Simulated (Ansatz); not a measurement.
Worked example: self-consistent single point of a (100) slab of LaBi (cut from a parent of space group no. 225; 8 atoms in the cell) in Ansatz (an electronic-structure program).

Computed with PBEsol, default PAW files made with PBE (plane waves; Ansatz).

```xyz
8
Lattice="4.7352 0.0000 0.0000 -4.7352 4.7352 0.0000 0.0000 0.0000 24.0448" Properties=species:S:1:pos:R:3 pbc="T T T"
Bi     0.0000     0.0000    10.3483
Bi    -2.3676     2.3676     7.0000
Bi     0.0000     0.0000    17.0448
Bi    -2.3676     2.3676    13.6965
La     0.0000     0.0000     7.0000
La    -2.3676     2.3676    10.3483
La     0.0000     0.0000    13.6965
La    -2.3676     2.3676    17.0448
```

Reference input (self-consistent single point, DFT, PBEsol, plane waves, default PAW files made with PBE): basis.ecutwfc = 420 eV; kpoints.mp_grid.grid = 5 5 1; hamiltonian.xc = pbesol; hamiltonian.pseudopotentials = {kind: paw} (the program's default PAW files); scf.occupations.method = gaussian; scf.occupations.width = 0.1 eV. This run's input differs from it in these lines:

Ansatz 0.2 input:
```diff
@@ -17,3 +17,3 @@
 kpoints:
-  mp_grid: { grid: [5, 5, 1] }
+  mp_grid: { grid: [8, 8, 1] }
 hamiltonian:
```

Output (repeated stretches shortened):

```
SCF iter   1: F=—  HF=-73619.814746 eV  |F-HF|=—  |Δ(HF+E_count)|=         —  Δρ=1.43e-3  dr2=1.48e-2  ethr=1.77e-3  ⟨swp⟩=6.6  Hψ=4158  notcnv=0
all-band conjugate gradients solve this SCF's bands
preconditioner: auto → LDOS
SCF iter   2: F=—  HF=-73619.821794 eV  |F-HF|=—  |Δ(HF+E_count)|=   7.05e-3  Δρ=9.46e-4  dr2=1.15e-2  ethr=1.42e-5  ⟨swp⟩=3.3  Hψ=2145  notcnv=0  defer=60
   [... lines left out ...]
SCF iter   5: F=—  HF=-73619.819013 eV  |F-HF|=—  |Δ(HF+E_count)|=   6.75e-5  Δρ=4.12e-5  dr2=1.53e-5  ethr=2.68e-7  ⟨swp⟩=2.4  Hψ=1642  notcnv=0  defer=60
SCF iter   6: F=—  HF=-73619.819350 eV  |F-HF|=—  |Δ(HF+E_count)|=   3.37e-4  Δρ=1.40e-5  dr2=3.79e-6  ethr=1.47e-8  ⟨swp⟩=2.4  Hψ=1729  notcnv=0  defer=59
SCF iter   7: F=—  HF=-73619.819350 eV  |F-HF|=—  |Δ(HF+E_count)|=   4.89e-7  Δρ=4.46e-6  dr2=1.52e-7  ethr=3.64e-9  ⟨swp⟩=2.5  Hψ=1540  notcnv=0  defer=59
SCF iter   8: F=-73619.819350 eV  HF=-73619.819350 eV  |F-HF|=1.50e-8  |Δ(HF+E_count)|=   1.68e-8  Δρ=1.47e-6  dr2=2.64e-8  ethr=9.62e-11  ⟨swp⟩=19.7  Hψ=5562  notcnv=0
SCF 1 converged in 8 iterations: F = -73619.819350 eV  dr2 = 2.64e-8
Free energy (F): -73619.819350 eV
Internal energy: -73619.816656 eV  (E = F + TS)
E sigma→0 (E₀):  -73619.818003 eV
Entropy (-TS):   -0.002693 eV (-0.337 meV/atom)
Fermi energy:    3.800140 eV
--- Forces (eV/Å), atoms counted from 1 ---
  atom   1  Bi     0.00000000     0.00000000    -0.14204008
  atom   2  Bi     0.00000000     0.00000000    -0.08455274
  atom   3  Bi     0.00000000     0.00000000     0.08455274
  atom   4  Bi     0.00000000     0.00000000     0.14204008
  atom   5  La     0.00000000     0.00000000     0.65946910
  atom   6  La     0.00000000     0.00000000     0.00589102
  atom   7  La     0.00000000     0.00000000    -0.00589102
  atom   8  La     0.00000000     0.00000000    -0.65946910
--- Stress (GPa, compression-positive) ---
       -2.306555       0.000000       0.000000
        0.000000      -2.306555       0.000000
        0.000000       0.000000      -1.580675
  P = ⅓ Tr σ = -2.0646 GPa (-20.646 kbar)
  The stress holds the Pulay correction. Without it, at fixed plane waves, as pw.x and ABINIT print it: P = -2.0709 GPa
```

The run converged in 8 iterations. Against the reference run the free energy drops by 2.9 meV/atom and the largest force hardly changes (0.652 to 0.659 eV/Å).

The starting cell comes from a database of computed structures (which also holds hypothetical and non-ambient phases and stackings), without a prior relaxation at this level. The slab is cut from that crystal, and its faces are unrelaxed. Its lattice was rescaled by up to half a per cent. Spin-orbit coupling is off.

Cost on one core of a shared machine: roughly 40 s.
